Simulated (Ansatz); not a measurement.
Seebeck coefficient (μV/K, mean over directions) of n-type YN (Fm-3m) against carrier density, Ansatz (an electronic-structure program) with HSE06, rigid bands. Computed gap 1.05 eV; densities at which minority carriers matter at this gap, or further valleys turn the trend, are left out. Conductivity mass 0.23 mₑ (harmonic mean over directions), N_c = 1.4e19 cm⁻³ at 300 K.

```
electron density  300 K  500 K
----------------  -----  -----
1e16 cm⁻³          -834   -901
1e17 cm⁻³          -636   -703
1e18 cm⁻³          -438   -505
3e18 cm⁻³           [?]    [?]
1e19 cm⁻³          -245   -309
3e19 cm⁻³          -161   -219
1e20 cm⁻³           -87    [?]
3e20 cm⁻³           -45    -73
1e21 cm⁻³           -22    -36
```

### Question
Some entries are withheld; supply them.

### Answer

- 3e18 cm⁻³, 300 K: -344
- 3e18 cm⁻³, 500 K: -410
- 1e20 cm⁻³, 500 K: -132

Rigid bands with a gap fixed in temperature, one relaxation time for all states, no polarons or phonon drag, and whether or not such doping can be reached. Spin-orbit coupling is left out. Geometry: cell and atoms relaxed with PBEsol.
